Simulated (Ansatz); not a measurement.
## O on the N site (broken-bond start) in metastable zinc-blende GaN

These are PBE, PAW (plane waves to 420 eV; Ansatz, a first-principles code) values and carry that method's errors. The supercell holds 64 host sites (2×2×2 repeats of the unit cell), with a 2×2×2 shifted k-point sampling for the final energies. Sites at the start: the N site; started 0.95 Å off site, one bond broken. Finite-size correction: monopole term and site-potential alignment. Dielectric constants: PBE linear response of the host. Host gap at this level: 1.54 eV. These values are not converged in cell size to better than tenths of an eV. PBE underestimates the host's gap, which shifts levels and can delocalise carriers. Spin–orbit coupling is left out. Each state is the lowest found from its start.

Formation energies E_f are given with the Fermi level at the valence-band maximum. Chemical conditions: Ga-rich (Δμ(N) = -0.87 eV, Δμ(O) = -3.04 eV, bounded by beta Ga2O3; only phases computed here count, gases as isolated molecules at 0 K); N-rich (Δμ(N) = 0.00 eV, Δμ(O) = -2.45 eV, bounded by beta Ga2O3; only phases computed here count, gases as isolated molecules at 0 K). Reference phases: N: N2 molecule in a box, O: O2 molecule in a box.

| charge | moment (μB) | largest move off a lattice site (Å) | image correction with alignment (eV) | E_f, Ga-rich (eV) | E_f, N-rich (eV) |
|---|---|---|---|---|---|
| +1 | not spin-polarised | 0.09 | 0.17 | -1.24 | -0.94 |
| 0* | fractional | 0.08 | – | – | – |
| −1* | not spin-polarised | 0.07 | – | – | – |

* At this level the carrier isn't localised at the defect: at charge 0 electrons occupy the conduction band; at charge −1 electrons occupy the conduction band. Such a state is shallow or no state of the defect, and this cell gives it no level.

No other site or start that was run ended lower by more than 0.1 eV.
